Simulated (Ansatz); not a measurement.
For SnSe (model structure, started from the wurtzite type, P6₃mc, No. 186, 4 atoms in the cell), PBEsol in Ansatz (PAW) gives:

```
Item                              Value
------------------------------  -------
equilibrium lattice constant a  5.022 Å
lattice parameter c             5.992 Å
```

What does PBE-D3(BJ) in Ansatz (PAW) give for the same quantities?


- lattice constant a: 5.051 Å (rises by 0.6 %)
- lattice parameter c: 6.074 Å (increases by 1.4 %)

Changes are worked out from the printed values.

Unless a cell is named, each level is at its own relaxed cell (PBEsol 32.72, PBE-D3(BJ) 33.55 Å³/atom).

Caveats: a distance lies near a switch of the dispersion term, which can move the cell (PBE-D3(BJ)). Ansatz's density-functional and Hartree–Fock values are scalar-relativistic unless marked +SOC, with PAW data made under PBE.

A model structure was made by putting elements into a prototype or built by hand; it is no filed structure, need not be a known phase, and can be a saddle point held by its symmetry.

Ansatz is a program for electronic structure.
